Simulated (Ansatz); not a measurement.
A self-consistent single point of BaCuSbO5 (P4mm, 8 atoms in the cell) with Ansatz (a quantum-chemistry and plane-wave program).

Method of the run: LDA (PW92), PAW files made with PBE (plane waves; Ansatz).

```yaml
crystal:
  lattice:
    - [3.75705, 0.00000, 0.00000]
    - [0.00000, 3.75705, 0.00000]
    - [0.00000, 0.00000, 9.36607]
  atoms:
    - { symbol: Ba, position: [0.00000, 0.00000, 0.03197] }
    - { symbol: Cu, position: [0.50000, 0.50000, 0.27751] }
    - { symbol: Sb, position: [0.50000, 0.50000, 0.71186] }
    - { symbol: O, position: [0.00000, 0.50000, 0.65583] }
    - { symbol: O, position: [0.50000, 0.00000, 0.65583] }
    - { symbol: O, position: [0.00000, 0.50000, 0.23636] }
    - { symbol: O, position: [0.50000, 0.00000, 0.23636] }
    - { symbol: O, position: [0.50000, 0.50000, 0.91758] }
```

Reference input (self-consistent single point, DFT, PBEsol, plane waves, PAW files made with PBE): basis.ecutwfc = 420 eV; kpoints.mp_grid.grid = 7 7 3; hamiltonian.xc = pbesol; hamiltonian.pseudopotentials = {kind: paw} (the program's default PAW files); scf.occupations.method = fermi_dirac; scf.occupations.width = 0.05 eV. This run's input differs from it in these lines:

Ansatz 0.2 input:
```diff
@@ -21,3 +21,3 @@
 hamiltonian:
-  xc: pbesol
+  xc: lda
   pseudopotentials:
```

The program printed (abridged):

```
SCF iter   1: F=—  HF=-21455.772542 eV  |F-HF|=—  |Δ(HF+E_count)|=         —  Δρ=1.45e-1  dr2=1.41e2  ethr=3.10e-3  ⟨swp⟩=15.4  Hψ=5895  notcnv=0  defer=1
all-band conjugate gradients solve this SCF's bands
preconditioner: auto → LDOS
SCF iter   2: F=—  HF=-21447.789103 eV  |F-HF|=—  |Δ(HF+E_count)|=    7.98e0  Δρ=1.34e-1  dr2=1.78e1  ethr=3.10e-3  ⟨swp⟩=6.5  Hψ=2452  notcnv=0  defer=21
   [... lines left out ...]
SCF iter  12: F=—  HF=-21444.777747 eV  |F-HF|=—  |Δ(HF+E_count)|=   5.88e-6  Δρ=1.35e-4  dr2=1.67e-5  ethr=1.79e-7  ⟨swp⟩=1.2  Hψ=894  notcnv=0  defer=33
SCF iter  13: F=—  HF=-21444.777747 eV  |F-HF|=—  |Δ(HF+E_count)|=   4.95e-7  Δρ=2.84e-5  dr2=1.92e-6  ethr=2.25e-8  ⟨swp⟩=1.6  Hψ=932  notcnv=0  defer=33
SCF iter  14: F=—  HF=-21444.777747 eV  |F-HF|=—  |Δ(HF+E_count)|=   3.82e-8  Δρ=1.93e-5  dr2=3.45e-7  ethr=2.59e-9  ⟨swp⟩=1.6  Hψ=880  notcnv=0  defer=33
SCF iter  15: F=-21444.777747 eV  HF=-21444.777747 eV  |F-HF|=1.43e-9  |Δ(HF+E_count)|=   3.06e-8  Δρ=2.19e-6  dr2=3.23e-9  ethr=1.35e-10  ⟨swp⟩=17.6  Hψ=4866  notcnv=0
SCF 1 converged in 15 iterations: F = -21444.777747 eV  dr2 = 3.23e-9
Free energy (F): -21444.777747 eV
Internal energy: -21444.746902 eV  (E = F + TS)
E sigma→0 (E₀):  -21444.762325 eV
Entropy (-TS):   -0.030845 eV (-3.856 meV/atom)
Fermi energy:    6.035160 eV
--- Forces (eV/Å), atoms counted from 1 ---
  atom   1  Ba     0.00000000     0.00000000     0.45294274
  atom   2  Cu    -0.00000000     0.00000000    -0.58357635
  atom   3  Sb    -0.00000000     0.00000000     0.07926463
  atom   4  O     -0.00000000     0.00000000     0.31674063
  atom   5  O      0.00000000     0.00000000     0.31674063
  atom   6  O      0.00000000     0.00000000    -0.13445658
  atom   7  O      0.00000000     0.00000000    -0.13445658
  atom   8  O     -0.00000000     0.00000000    -0.31314136
--- Stress (GPa, compression-positive) ---
       -8.598268       0.000000      -0.000000
        0.000000      -8.598268       0.000000
        0.000000       0.000000      -5.377997
  P = ⅓ Tr σ = -7.5248 GPa (-75.248 kbar)
  The stress holds the Pulay correction. Without it, at fixed plane waves, as pw.x and ABINIT print it: P = -7.9728 GPa
```

The run converged in 15 iterations. Against the reference run the pressure goes from -3.98 to -7.52 GPa and the largest force goes from 0.384 to 0.584 eV/Å.

The starting cell comes from a database of computed structures (which also holds hypothetical and non-ambient phases and stackings), without a prior relaxation at this level. Its lattice was rescaled by a random factor within 2.5 % of one. Spin-orbit coupling is off. Spin polarisation is off, so a magnetic state, if there is one, cannot be reached. With a pressure of about -8 GPa the cell is away from its equilibrium volume at this level. Ansatz's pressure includes its estimate of the finite-basis (Pulay) stress. The run gives no clean gap (levels at the Fermi energy touch, overlap or are partly filled at this smearing), which alone does not show that the compound is a metal.
